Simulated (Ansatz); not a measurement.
F on the 1x1 (0001) surface of hcp Ru, one in a 3x3 cell, energies for each (57.7 Å²). Energies are against ½ F2(g), without zero-point or thermal terms; each row is named by its start.

Level of theory: PBE (plane waves to 420 eV, PAW; Ansatz, a first-principles code).

Slab: 37 atoms, 6.3 Å thick at the start under the adsorbate (thin: gaps and levels are the slab's own); k 4x4x1, smearing 0.1 eV, dipole-corrected; 18 atoms held, the rest relaxed; each run with such symmetry as its start has; no spin, no spin-orbit, no U, no dispersion correction.

A negative adsorption energy means that the adsorbate is more stable on the surface than in its reference. Starts that drift may end in the same place. Heights count from the host atoms within 0.3 Å of the top one.

```tsv
starting site	E_ads (eV)	height (Å)	nearest host atom (Å)	bonded to	Δ work function (eV)	lateral drift (Å)
top Ru	-2.81	1.99	Ru 1.95	Ru	0.55	0.0
hollow Ru-Ru-Ru	-2.93	1.66	Ru 2.28	3 Ru	0.25	0.0
hollow Ru-Ru-Ru over Ru at depth 2.1 Å	-2.86	1.66	Ru 2.28	3 Ru	0.22	0.0
bridge Ru-Ru (span 2.7 Å)	-2.93	1.66	Ru 2.28	3 Ru	0.25	0.8
```
